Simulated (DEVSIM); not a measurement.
Structure: Schottky contact on p-type Ge, at 300 K.

```
layer (left to right)  material  thickness (μm)  Na (cm⁻³)  τn (s)  τp (s)
---------------------  --------  --------------  ---------  ------  ------
1                            Ge            4.40     2.2e15  4.8e-5  4.8e-5
2                            Ge            9.40     2.5e18  4.8e-5  4.8e-5
```

Left contact: Schottky, work function 4.234 eV, emission velocity 1e7 cm/s. Right contact: ohmic. Voltage is applied to the left contact. Recombination: SRH at mid-gap, radiative. Mobility is constant in doping.

Constants are typed, rounded textbook-type inputs, not results; the design itself was drawn at random and stands for no fabricated device. Values at 300 K.

```
parameter           Ge
-------------  -------
gap (eV)         0.664
affinity (eV)        4
permittivity        16
Nc (cm⁻³)      1.04e19
Nv (cm⁻³)         6e18
μn (cm²/Vs)       3900
μp (cm²/Vs)       1900
B (cm³/s)      6.4e-14
```

DEVSIM, 1D drift-diffusion, Boltzmann statistics, complete ionisation; no tunnelling, impact ionisation, image-force lowering or self-heating. Metal contacts follow the ideal Schottky-Mott rule: no Fermi-level pinning, no interface dipoles.

Tabulate band edges, carrier densities and field at zero bias.

Energies count from the Fermi level of the right contact; mesh points crowd at the junctions.

| x (μm) | Ec (eV) | Ev (eV) | n (cm⁻³) | p (cm⁻³) | field (V/cm) |
|---|---|---|---|---|---|
| 0.000 | 0.234 | -0.430 | 1.2e15 | 3.6e11 | 10000 |
| 0.03239 | 0.266 | -0.398 | 3.6e14 | 1.2e12 | 9300 |
| 0.1080 | 0.328 | -0.336 | 3.2e13 | 1.4e13 | 7300 |
| 0.2845 | 0.419 | -0.245 | 9.6e11 | 4.6e14 | 3200 |
| 0.9319 | 0.459 | -0.205 | 2.0e11 | 2.2e15 | ≈ 0 |
| 2.200 | 0.459 | -0.205 | 2.0e11 | 2.2e15 | ≈ 0 |
| 3.471 | 0.459 | -0.205 | 2.0e11 | 2.2e15 | ≈ 0 |
| 4.117 | 0.463 | -0.201 | 1.7e11 | 2.6e15 | 400 |
| 4.293 | 0.485 | -0.179 | 7.5e10 | 5.9e15 | 3000 |
| 4.368 | 0.530 | -0.134 | 1.3e10 | 3.4e16 | 12000 |
| 4.400 | 0.619 | -0.045 | 4.2e8 | 1.1e18 | 65000 |
| 4.454 | 0.641 | -0.023 | 1.7e8 | 2.5e18 | ≈ 0 |
| 4.560 | 0.641 | -0.023 | 1.7e8 | 2.5e18 | ≈ 0 |
| 4.807 | 0.641 | -0.023 | 1.7e8 | 2.5e18 | ≈ 0 |
| 5.720 | 0.641 | -0.023 | 1.7e8 | 2.5e18 | ≈ 0 |
| 7.530 | 0.641 | -0.023 | 1.7e8 | 2.5e18 | ≈ 0 |
| 10.80 | 0.641 | -0.023 | 1.7e8 | 2.5e18 | ≈ 0 |
| 12.54 | 0.641 | -0.023 | 1.7e8 | 2.5e18 | ≈ 0 |
| 13.41 | 0.641 | -0.023 | 1.7e8 | 2.5e18 | ≈ 0 |
| 13.65 | 0.641 | -0.023 | 1.7e8 | 2.5e18 | ≈ 0 |
| 13.75 | 0.641 | -0.023 | 1.7e8 | 2.5e18 | ≈ 0 |
| 13.80 | 0.641 | -0.023 | 1.7e8 | 2.5e18 | ≈ 0 |
